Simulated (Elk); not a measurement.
## Input and output of a self-consistent single point for NiAl (Pm-3m, 2 atoms in the cell) (Elk)

Method: Elk with PBE, all-electron FP-LAPW, Elk's shipped species files, APW+lo basis with extra local orbitals.

Input:

```
tasks
  0

xctype
  20

tforce
  .true.

rgkmax
  7.5

gmaxvr
  18.0

lmaxapw
  10

lmaxo
  8

nxlo
  2

lorbcnd
  .true.

lradstp
  2

nrmtscf
  2.0

rmtscf
  0.97

lmaxi
  4

stype
  0

swidth
  0.00367493

scale
  1.889726125

avec
    2.9099410000    0.0000000000    0.0000000000
    0.0000000000    2.9099410000    0.0000000000
    0.0000000000    0.0000000000    2.9099410000

atoms
  2   : nspecies
  'Al.in'   : spfname
  1   : natoms; atposl, bfcmt below
  0.5000000000  0.5000000000  0.5000000000    0.0 0.0 0.0
  'Ni.in'   : spfname
  1   : natoms; atposl, bfcmt below
  0.0000000000  0.0000000000  0.0000000000    0.0 0.0 0.0

ngridk
  8 8 8
```

Log, with long lists cut:

```
│ Elk code version 10.2.4 │

All units are atomic (Hartree, Bohr, etc.)

│ Ground-state run starting from atomic densities │

Lattice vectors :
   5.498991530       0.000000000       0.000000000
   0.000000000       5.498991530       0.000000000
   0.000000000       0.000000000       5.498991530

Unit cell volume      :    166.2834981
Brillouin zone volume :    1.491730787

Muffin-tin inner radius fraction :   0.1000000000E-01

Nuclei treated as point charges

Species :    1 (Al)
 parameters loaded from : Al.in
 name : aluminium
 nuclear charge    :   -13.00000000
 electronic charge :    13.00000000
 atomic mass :    49184.33492
 muffin-tin radius :    2.134000000
 number of radial points in muffin-tin :    799
 atomic positions (lattice), magnetic fields (Cartesian) :
   1 :   0.00000000  0.00000000  0.00000000    0.00000000  0.00000000  0.00000000

Species :    2 (Ni)
 parameters loaded from : Ni.in
 name : nickel
 nuclear charge    :   -28.00000000
 electronic charge :    28.00000000
 atomic mass :    106991.5230
 muffin-tin radius :    2.328000000
 number of radial points in muffin-tin :    999
 atomic positions (lattice), magnetic fields (Cartesian) :
   1 :   0.50000000  0.50000000  0.50000000    0.00000000  0.00000000  0.00000000

Total number of atoms per unit cell :    2

Spin treatment :
 spin-unpolarised

Number of Bravais lattice symmetries :   48
Number of crystal symmetries         :   48
Crystal has inversion symmetry
Real symmetric eigensolver will be used

k-point grid :      8     8     8
k-point offset :    0.000000000       0.000000000       0.000000000
k-point set is reduced with full crystal symmetry group
Total number of k-points :       35

Muffin-tin radius times maximum |G+k| :    7.500000000
 using average radius
Maximum |G+k| for APW functions       :    3.361721201
Maximum (1/2)|G+k|²                   :    5.650584717
Maximum |G| for potential and density :    18.00000000
 potential will be trimmed for |G| > 2 gkmax
Constant for pseudocharge density :   10
Radial integration step length :    2

G-vector grid sizes :     32    32    32
Number of G-vectors :    16375

Maximum angular momentum used for
 APW functions                      :   10
 outer part of muffin-tin           :    8
 inner part of muffin-tin           :    4

Total nuclear charge    :   -41.00000000
Total core charge       :    16.00000000
Total valence charge    :    25.00000000
Total excess charge     :    0.000000000
Total electronic charge :    41.00000000

Effective Wigner radius, rₛ :   0.9892944258

Number of empty states         :    8
Total number of valence states :   21
Total number of core states    :   16

Conduction state local-orbitals added automatically
Total number of local-orbitals :  214

Exchange-correlation functional :     20     0     0
 Perdew-Burke-Ernzerhof, Phys. Rev. Lett. 77, 3865 (1996)
 gradient requirement :    1
 generalised gradient approximation (GGA)

Smearing type :    0
 Gaussian
Smearing width :   0.3674930000E-02
Effective electronic temperature (K) :    1160.451112

Mixing type :    3
 Broyden mixing, J. Phys. A: Math. Gen. 17, L317 (1984)

Kohn-Sham potential initialised from atomic data

│ Self-consistent loop started │
│ Loop number : 1 │
 total energy                :     -1775.88392112
│ Loop number : 2 │
 total energy                :     -1775.27104488
RMS change in Kohn-Sham potential (target) :   0.4508915116     (  0.1000000000E-05)
Absolute change in total energy (target)   :   0.6128762403     (  0.1000000000E-03)
│ Loop number : 3 │
 total energy                :     -1775.80094390
RMS change in Kohn-Sham potential (target) :   0.4520482718     (  0.1000000000E-05)
Absolute change in total energy (target)   :   0.3766799653     (  0.1000000000E-03)
│ Loop number : 4 │
 total energy                :     -1773.18713686
RMS change in Kohn-Sham potential (target) :   0.3567247428     (  0.1000000000E-05)
Absolute change in total energy (target)   :    2.519637048     (  0.1000000000E-03)
│ Loop number : 5 │
 total energy                :     -1768.15609253
RMS change in Kohn-Sham potential (target) :   0.1635303548     (  0.1000000000E-05)
Absolute change in total energy (target)   :    5.660953597     (  0.1000000000E-03)
│ Loop number : 6 │
 total energy                :     -1765.22101417
RMS change in Kohn-Sham potential (target) :   0.5309919250E-01 (  0.1000000000E-05)
Absolute change in total energy (target)   :    4.350316764     (  0.1000000000E-03)
│ Loop number : 7 │
 total energy                :     -1763.80597284
RMS change in Kohn-Sham potential (target) :   0.1956420814E-02 (  0.1000000000E-05)
Absolute change in total energy (target)   :    2.502620518     (  0.1000000000E-03)
│ Loop number : 8 │
 total energy                :     -1763.77693921
RMS change in Kohn-Sham potential (target) :   0.1173269503E-02 (  0.1000000000E-05)
Absolute change in total energy (target)   :   0.6546887609     (  0.1000000000E-03)
│ Loop number : 9 │
 total energy                :     -1763.65245861
RMS change in Kohn-Sham potential (target) :   0.1694634402E-02 (  0.1000000000E-05)
Absolute change in total energy (target)   :   0.2881527879     (  0.1000000000E-03)
│ Loop number : 10 │
 total energy                :     -1763.71938302
RMS change in Kohn-Sham potential (target) :   0.2526651320E-03 (  0.1000000000E-05)
Absolute change in total energy (target)   :   0.5113786749E-02 (  0.1000000000E-03)
│ Loop number : 11 │
 total energy                :     -1763.72109295
RMS change in Kohn-Sham potential (target) :   0.1728111009E-03 (  0.1000000000E-05)
Absolute change in total energy (target)   :   0.4314861055E-03 (  0.1000000000E-03)
│ Loop number : 12 │
 total energy                :     -1763.72802842
RMS change in Kohn-Sham potential (target) :   0.5334720276E-05 (  0.1000000000E-05)
Absolute change in total energy (target)   :   0.7043337514E-02 (  0.1000000000E-03)
│ Loop number : 13 │
 total energy                :     -1763.72801010
RMS change in Kohn-Sham potential (target) :   0.2847018936E-05 (  0.1000000000E-05)
Absolute change in total energy (target)   :   0.1742514954E-02 (  0.1000000000E-03)
│ Loop number : 14 │
 total energy                :     -1763.72810840
RMS change in Kohn-Sham potential (target) :   0.2001074738E-05 (  0.1000000000E-05)
Absolute change in total energy (target)   :   0.5339307008E-03 (  0.1000000000E-03)
│ Loop number : 15 │
 total energy                :     -1763.72804544
RMS change in Kohn-Sham potential (target) :   0.5419137244E-06 (  0.1000000000E-05)
Absolute change in total energy (target)   :   0.7052095589E-04 (  0.1000000000E-03)
Convergence targets achieved

│ Loop number : 16 │

Energies :
 Fermi                       :     0.319915821311
 sum of eigenvalues          :     -1001.27165339
 electron kinetic            :      1788.34009061
 core electron kinetic       :      1567.47386333
 Coulomb                     :     -3469.73588982
 Coulomb potential           :     -2682.83121710
 nuclear-nuclear             :     -240.487936184
 electron-nuclear            :     -3775.66469018
 Hartree                     :      546.416736543
 Madelung                    :     -2128.32028127
 xc potential                :     -106.780526900
 exchange                    :     -80.4792326016
 correlation                 :     -1.85299459236
 total energy                :     -1763.72802641

Density of states at Fermi energy :    34.57976942
 (states/Hartree/unit cell)

Estimated indirect band gap :   0.5011015373E-02
 from k-point     23 to k-point     21
Estimated direct band gap   :   0.5041052673E-01
 at k-point     33

Charges :
 core                        :    16.00000000
 valence                     :    25.00000000
 interstitial                :    2.533932393
 muffin-tins (core leakage)
  species :    1 (Al)
   atom    1                 :    11.17991495     (  0.6717243269E-03)
  species :    2 (Ni)
   atom    1                 :    27.28615266     (  0.4172929952E-03)
 total in muffin-tins        :    38.46606761
 total calculated charge     :    40.99881080
 total charge                :    41.00000000
 error                       :   0.1189202593E-02

│ Self-consistent loop stopped │

Forces :
 species :    1 (Al)
  atom :    1
   Hellmann-Feynman          :     0.00000000    0.00000000    0.00000000
   IBS                       :    -0.00000000    0.00000000    0.00000000
   total force               :     0.00000000    0.00000000    0.00000000
   total magnitude           :     0.00000000
 species :    2 (Ni)
  atom :    1
   Hellmann-Feynman          :     0.00000000    0.00000000    0.00000000
   IBS                       :    -0.00000000    0.00000000    0.00000000
   total force               :    -0.00000000    0.00000000    0.00000000
   total magnitude           :     0.00000000
```

The run converged in 16 iterations. The count includes the last loop, which Elk runs after its targets are met.

The starting cell has typed, rounded lattice constants, without a prior relaxation at this level. Its lattice was rescaled by a random factor within 2.5 % of one. Spin polarisation is off. Values depend on the basis (sphere radii, cutoffs, local orbitals), which need not be converged. The log's line on a gap gives a spacing of levels on this mesh, which the program prints for metals too.
